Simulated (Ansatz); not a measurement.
## Ansatz run on LaBPd3 (P4mm, 5 atoms in the cell): self-consistent single point

Method of the run: PBEsol, default PAW files made with PBE (plane waves; Ansatz, a program for electronic structure).

The input file:

Ansatz 0.2 input:
```yaml
# LaBPd3
crystal:
  lattice:
    - [4.395333, 0.000000, 0.000000]
    - [0.000000, 4.395333, 0.000000]
    - [0.000000, 0.000000, 4.395333]
  atoms:
    - { symbol: La, position: [0.000000, 0.000000, 0.011376] }
    - { symbol: B, position: [0.500000, 0.500000, 0.500000] }
    - { symbol: Pd, position: [0.000000, 0.500000, 0.500000] }
    - { symbol: Pd, position: [0.500000, 0.000000, 0.500000] }
    - { symbol: Pd, position: [0.500000, 0.500000, 0.000000] }
basis:
  ecutwfc: 420.0
kpoints:
  mp_grid: { grid: [7, 7, 7] }
hamiltonian:
  xc: pbesol
  pseudopotentials: { kind: paw }
scf:
  occupations: { method: fermi_dirac, width: 0.1 }
output:
  forces: true
  eigenvalues: true
  stress: true
```

Log, with long lists cut:

```
WARN ansatz: RAYON_NUM_THREADS=1 ignored (pool sized by the plan → 1); use --threads N
Pseudopotentials: kind: paw
Pseudopotential: La, paw, valence charge 11
Pseudopotential: B, paw, valence charge 3
Pseudopotential: Pd, paw, valence charge 18
Crystal: 5 atoms, lattice volume = 84.913 Å³
Basis set: ecut = 420 eV, 1647 PW (Γ), exchange–correlation on 60×60×60 points (8 copies of the dense FFT grid, shifted against one another)
Bands: 41, of which v1, the nominal top of the filled ones, is band 34 counted from 1 (33 counted from 0)
Symmetry: 8 space group operations
Space group: P4mm (ITA 99), of the structure as read, at distance tolerance 4.4e-5 Å
k-points: 40 of 343 (time reversal used)
PAW frozen core: La, regenerated for the run's functional, and the local potential with it
PAW frozen core: B, regenerated for the run's functional, and the local potential with it
PAW frozen core: Pd, regenerated for the run's functional, and the local potential with it
Initial density: superposition of atomic densities (neutral atoms: chi_scale 0, normalization atom), corrected by the library's trained network
Initial wavefunctions: pseudopotential atomic-orbital guess
Eigensolver: davidson
Functional: x = pbesol(κ = 0.804, μ = 0.12345679012345678), c = pbesol(β = 0.046)
SCF iter   1: F=—  HF=-27036.693368 eV  |F-HF|=—  |Δ(HF+E_count)|=         —  Δρ=1.19e-2  dr2=1.61e-1  ethr=1.77e-3  ⟨swp⟩=5.0  Hψ=5717  notcnv=0
all-band conjugate gradients solve this SCF's bands
preconditioner: auto → Kerker (q_TF=auto, 2.629 Å⁻¹)
SCF iter   2: F=—  HF=-27036.666183 eV  |F-HF|=—  |Δ(HF+E_count)|=   2.72e-2  Δρ=3.41e-3  dr2=1.57e-2  ethr=2.37e-4  ⟨swp⟩=2.3  Hψ=3081  notcnv=0
SCF iter   3: F=—  HF=-27036.663257 eV  |F-HF|=—  |Δ(HF+E_count)|=   2.93e-3  Δρ=1.02e-3  dr2=1.30e-3  ethr=2.31e-5  ⟨swp⟩=2.0  Hψ=2292  notcnv=0
SCF iter   4: F=—  HF=-27036.662971 eV  |F-HF|=—  |Δ(HF+E_count)|=   2.86e-4  Δρ=1.89e-4  dr2=3.26e-5  ethr=1.91e-6  ⟨swp⟩=2.0  Hψ=2781  notcnv=0
SCF iter   5: F=—  HF=-27036.662975 eV  |F-HF|=—  |Δ(HF+E_count)|=   4.31e-6  Δρ=5.02e-5  dr2=2.49e-6  ethr=4.79e-8  ⟨swp⟩=2.2  Hψ=2768  notcnv=0
SCF iter   6: F=-27036.662975 eV  HF=-27036.662975 eV  |F-HF|=3.58e-8  |Δ(HF+E_count)|=   3.15e-7  Δρ=9.70e-6  dr2=8.27e-8  ethr=1.47e-10  ⟨swp⟩=5.7  Hψ=8134  notcnv=0
SCF 1 converged in 6 iterations: F = -27036.662975 eV  dr2 = 8.27e-8
SCF converged after 6 iterations
Free energy (F): -27036.662975 eV
Harris-Foulkes:  -27036.662975 eV  (|F-HF|=3.58e-8)
Internal energy: -27036.533074 eV  (E = F + TS)
E sigma→0 (E₀):  -27036.598024 eV
Entropy (-TS):   -0.129901 eV (-25.980 meV/atom)
Fermi energy:    16.338568 eV
--- Per-component energies (eV) ---
  E_band       = -602.369723
  E_kinetic    = 1780.195543
  E_local      = -7135.340035  (includes V_loc(G=0)·N_el)
  E_nonlocal   = 765.394560
  E_hartree    = 2932.707797
  E_xc         = -673.506735
  E_vxc        = -819.005894  (∫ρ·V_xc dr)
  E_paw        = -16459.720105  (= ΣΔE_a)
  E_vpaw       = -1059.007732  (= ΣTr[D̂ρ^β])
  E_aug_tail   = 0.000659  (compensation charges beyond the density's cutoff)
  E_ewald      = -8247.356550
  E_core_change = 1.091793  (= ΣΔE_core)
  E_smearing   = -0.129901  (= −TS)
  E_closure    = -0.000000  (closes the sum)
  Σ components = -27036.662975   (vs F -27036.662975, Δ=0.00e0)
--- Forces (eV/Å), atoms counted from 1 ---
  atom   1  La     0.00000000     0.00000000    -0.19360668
  atom   2  B      0.00000000     0.00000000     0.00710483
  atom   3  Pd     0.00000000     0.00000000     0.10530211
  atom   4  Pd     0.00000000     0.00000000     0.10530211
  atom   5  Pd     0.00000000     0.00000000    -0.02411057
  max |Σ_I F_I| component: 8.20e-6 eV/Å
--- Stress (GPa, compression-positive) ---
       -4.325383       0.000000       0.000000
        0.000000      -4.325383       0.000000
        0.000000       0.000000      -4.346851
  P = ⅓ Tr σ = -4.3325 GPa (-43.325 kbar)
  The stress holds the Pulay correction. Without it, at fixed plane waves, as pw.x and ABINIT print it: P = -4.3808 GPa
--- Band table (eV; the first three rows and the last of 40) ---
  k-point 0: bands = ["-68.5193", "-68.5100", "-68.5080", "-34.4166", "-34.4166", "-34.4145", "-34.1988", "-34.1982", "-34.1982", "-34.1953", "-34.1933", "-34.1933", "-16.2531", "0.0404", "0.0408", "0.0408", "6.5552", "11.2221", "11.4067", [...]
  k-point 1: bands = ["-68.5189", "-68.5100", "-68.5083", "-34.4159", "-34.4159", "-34.4132", "-34.2002", "-34.1982", "-34.1982", "-34.1954", "-34.1940", "-34.1940", "-16.2500", "-0.0201", "0.0368", "0.0368", "6.6940", "11.3832", "11.5349", [...]
  k-point 2: bands = ["-68.5179", "-68.5100", "-68.5093", "-34.4145", "-34.4145", "-34.4103", "-34.2034", "-34.1981", "-34.1981", "-34.1956", "-34.1955", "-34.1955", "-16.2433", "-0.1514", "0.0279", "0.0279", "7.0527", "11.6811", "11.6894", [...]
  k-point 39: bands = ["-68.5135", "-68.5132", "-68.5105", "-34.4730", "-34.3774", "-34.3760", "-34.2306", "-34.2288", "-34.2286", "-34.1719", "-34.1700", "-34.1698", "-16.2234", "-0.1304", "-0.1184", "-0.1184", "9.2005", "10.0042", "10.0052", [...]
```

The run converged in 6 iterations.

The starting cell comes from a database of computed structures (which also holds hypothetical and non-ambient phases and stackings), without a prior relaxation at this level. Its lattice was rescaled by up to half a per cent. One atom was moved a little off its site on purpose. Spin polarisation is off. With a pressure of about -4 GPa the cell is away from its equilibrium volume at this level. Ansatz's pressure includes its estimate of the finite-basis (Pulay) stress.
